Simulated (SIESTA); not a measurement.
SIESTA run on TiPt₃ (Pm-3m, 4 atoms in the cell): self-consistent single point.

Level of theory: LDA PW92, numerical atomic orbitals TZP, PseudoDojo LDA standard norm-conserving potentials (rewritten from UPF to PSML) (SIESTA).

```xyz
4
Lattice="3.9591 0.0000 0.0000 0.0000 3.9591 0.0000 0.0000 0.0000 3.9591" Properties=species:S:1:pos:R:3 pbc="T T T"
Ti     0.0000     0.0000     0.0000
Pt     1.9795     1.9795     0.0000
Pt     0.0000     1.9795     1.9795
Pt     1.9795     0.0000     1.9795
```

Reference input (self-consistent single point, DFT, LDA PW92, numerical atomic orbitals TZP, PseudoDojo LDA standard norm-conserving potentials (rewritten from UPF to PSML)): XC.functional = LDA; XC.authors = PW92; potentials = PseudoDojo LDA standard; PAO.BasisSize = TZP; PAO.EnergyShift = 0.005 Ry; MeshCutoff = 300 Ry; kgrid.MonkhorstPack = 8 8 8; OccupationFunction = FD; ElectronicTemperature = 1160.45 K; MaxSCFIterations = 150; SCF.Mixer.Method = Pulay; SCF.Mixer.Weight = 0.2. This run's input differs from it in these lines:

```diff
@@ -28,2 +28,3 @@
 PAO.EnergyShift              0.005 Ry
+PAO.SplitNorm                0.3
 MeshCutoff                   300 Ry
```

The program printed (abridged):

```
        iscf     Eharris(eV)        E_KS(eV)     FreeEng(eV)     dDmax    Ef(eV) dHmax(eV)
   scf:    1   -12112.891532   -12234.260390   -12234.408772  1.361255 -2.303684 24.613905
   scf:    2   -12207.023233   -12270.039093   -12270.050610  1.295962 -2.813139 23.409206
   scf:    3   -12286.473996   -12279.321912   -12279.335270  0.188432 -2.825596 14.117872
   scf:    4   -11099.508852   -11908.360125   -11908.623581  1.128593 -4.931471100.879245
   scf:    5   -12377.791168   -12278.460508   -12278.627774  0.850805 -3.824251 11.865446
   [... 9 lines left out ...]
   scf:   15   -12284.756839   -12284.756867   -12284.822054  0.000097 -3.671782  0.000532
   scf:   16   -12284.756850   -12284.756858   -12284.822054  0.000029 -3.671811  0.000550
   scf:   17   -12284.756870   -12284.756864   -12284.822054  0.000011 -3.671770  0.000100
   scf:   18   -12284.756863   -12284.756864   -12284.822054  0.000006 -3.671758  0.000012
SCF Convergence by DM+H criterion
max |DM_out - DM_in|         :     0.0000062393
max |H_out - H_in|      (eV) :     0.0000115436
SCF cycle converged after 18 iterations

Using DM_out to compute the final energy and forces

siesta: E_KS(eV) =           -12284.7569

siesta: E_KS - E_eggbox =    -12284.7569

siesta: Atomic forces (eV/Ang):
     1   -0.000000   -0.000000   -0.000000
     2    0.000000    0.000000   -0.000000
     3   -0.000000    0.000000    0.000000
     4    0.000000   -0.000000    0.000000
   Tot   -0.000000   -0.000000   -0.000000
   Max    0.000000
   Res    0.000000    sqrt( Sum f_i^2 / 3N )
   Max    0.000000    constrained

Stress tensor Voigt[x,y,z,yz,xz,xy] (kbar):      162.80      162.80      162.80        0.00        0.00        0.00
(Free)E + p*V (eV/cell)   -12291.1276
   [... lines left out ...]
siesta: FreeEng =    -12284.822054
siesta: Cell volume =         62.055207 Ang**3
siesta:        -162.79905382       -162.79905590  kBar
   [... lines left out ...]
              0.329   0.329   1.698   1.698   1.755   1.806   1.784   0.046

              0.046   0.042   0.049   0.048  -0.093  -0.093  -0.058  -0.122

             -0.062

mulliken: Qtot =       66.000

Mulliken Atomic Populations:
Atom #   charge [q] valence [e]  Species
     1     0.490074   11.509926  Ti
     2    -0.163358   18.163358  Pt
     3    -0.163358   18.163358  Pt
     4    -0.163358   18.163358  Pt
 Total    -0.000000
```

The run converged in 18 iterations. Against the reference run the free energy falls by 9.4 meV/atom and the pressure moves little (-16.21 to -16.28 GPa).

The starting cell comes from a database of computed structures (which also holds hypothetical and non-ambient phases and stackings), without a prior relaxation at this level. Its lattice was rescaled by a random factor within 2.5 % of one. Spin polarisation is off. Values carry the incompleteness of an atom-centred basis. With a pressure of about -16 GPa the cell is away from its equilibrium volume at this level.

Cost on one core of a shared machine: roughly 4 min.
